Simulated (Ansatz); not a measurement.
**Point defect Ge on the Si site + C vacancy (Ge_Si+V_C) in 4H silicon carbide**

Calculation: PBE, PAW (plane waves to 420 eV; Ansatz, a program for electronic structure). The supercell holds 96 host sites (3×2×1 repeats of the unit cell), with a 2×2×2 shifted k-point sampling for the final energies. Sites at the start: the Si(k) site; C(h) 1.89 Å away. Energies of charged states are corrected for periodic images (point charge plus alignment at distant sites). Dielectric constants: PBE linear response of the host. Host gap at this level: 2.23 eV. These values are not converged in cell size to better than tenths of an eV. Levels are measured in PBE's own, too narrow, gap. Spin–orbit coupling is left out. Each state is the lowest found from its start.

```
charge         moment (μB)  largest move off a lattice site (Å)  image correction with alignment (eV)
------  ------------------  -----------------------------------  ------------------------------------
+2      not spin-polarised                                 0.16                                  0.63
+1                     1.0                                 0.13                                  0.15
0†      not spin-polarised                                 0.26                                  0.00
−1                     1.0                                 0.26                                  0.19
```

† Not settled in this cell, so no level is given: charge 0: no spin-polarised start tried.

Transition levels above the valence-band maximum: ε(+2/+1) = 1.04 eV. With a charge missing or unsettled, these needn't be thermodynamic levels.

Flagged in the runs: a host whose relaxation on this sampling wasn't shown to rest.

All states together cost about 2.0 core-hours (a rough figure).
